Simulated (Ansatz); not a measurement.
Consider Na$_{3}$Sb (space group P6_3/mmc, No. 194).

```cif
data_Na6Sb2
_chemical_formula_sum 'Sb2 Na6'
_space_group_name_H-M_alt 'P63/mmc'
_space_group_IT_number 194
_space_group_name_Hall '-P 6c 2c'
_cell_length_a 5.31225
_cell_length_b 5.31225
_cell_length_c 9.45285
_cell_angle_alpha 90.000
_cell_angle_beta 90.000
_cell_angle_gamma 120.000
loop_
_atom_site_label
_atom_site_type_symbol
_atom_site_symmetry_multiplicity
_atom_site_Wyckoff_symbol
_atom_site_fract_x
_atom_site_fract_y
_atom_site_fract_z
_atom_site_occupancy
Sb1 Sb 2 c 0.33333 0.66667 0.25000 1
Na1 Na 2 b 0.00000 0.00000 0.25000 1
Na2 Na 4 f 0.66667 0.33333 0.08243 1
```

Level of theory: Ansatz (a program for electronic structure), PBEsol, PAW, cutoff 420 eV, no spin-orbit coupling.

Base values:

- Pressure: 0.00 GPa
- Band gap: 0.43 eV

The change: every lattice vector is shortened by 1.50 %, atoms relaxed at fixed cell.

Task: Estimate the effect on the pressure.

Result: The pressure (mean of the normal stresses, compression positive) goes from zero to 1.02 GPa.

Task: What happens to the energy relative to the base?

Result: The energy grows by 3.9 meV/atom.

Task: Predict the new band gap.

Result: The band gap rises by 0.11 eV (0.43 eV → 0.54 eV).

With Sb present, leaving out spin-orbit coupling can change the band edges. The cells carry an imposed strain or load. Whether these cells are dynamically stable was not tested.
